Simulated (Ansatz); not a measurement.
# Ru, pressure series

The parent structure is Ru in the hcp (Mg type) structure (space group P6_3/mmc, No. 194; a = 2.722 Å, c = 4.291 Å).

Cell and atoms are relaxed at each pressure.

Computed with Ansatz (an electronic-structure program) PBE, no SOC.

```csv
variant,density,c/a ratio
base,12.19 g/cm³,1.576
pressure −2 GPa,12.11 g/cm³,1.576
pressure −1 GPa,12.15 g/cm³,1.576
pressure 0.3 GPa,___,1.576
pressure 0.7 GPa,12.22 g/cm³,1.576
pressure 1.5 GPa,12.25 g/cm³,1.577
pressure 3 GPa,12.31 g/cm³,1.577
pressure 5 GPa,12.38 g/cm³,1.577
pressure 7.5 GPa,12.47 g/cm³,1.578
pressure 10 GPa,12.56 g/cm³,1.578
```

**Question.** Fill in the withheld entries from the trend.

**Answer.** 
- pressure 0.3 GPa, density: 12.20 g/cm³

Load acts through the strain it causes; cell and atoms are relaxed under it. Stability against distortions was not tested. Competing high-pressure phases were not computed. The final runs are not spin-polarised.
